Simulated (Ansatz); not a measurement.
1T (CdI2-type) MnBr2 was calculated with LDA in Ansatz (PAW).

Numerical settings: plane-wave cutoff 520 eV, 12×12×6 k mesh (along the axes of the cell as run), Fermi–Dirac smearing 0.01 eV, spin-polarised start, scalar-relativistic PAW data made under PBE.

Computed at the level's own relaxed cell.

### Question
Predict the band gap, Γ–Γ gap, lattice parameter a and lattice parameter c.

### Answer

- band gap: 0.80 eV (on the SCF k mesh)
- Γ–Γ gap: 1.33 eV
- lattice parameter a: 3.740 Å
- lattice parameter c: 6.070 Å

Note: the magnetic order was assumed, not searched for or taken from measurement; the volume lies 6 % below that of the published cell.

Spin–orbit coupling is not included.

Computed values are for the static lattice.

Computing time: about 2.8 core-minutes (a rough figure).

Ansatz is an electronic-structure program.
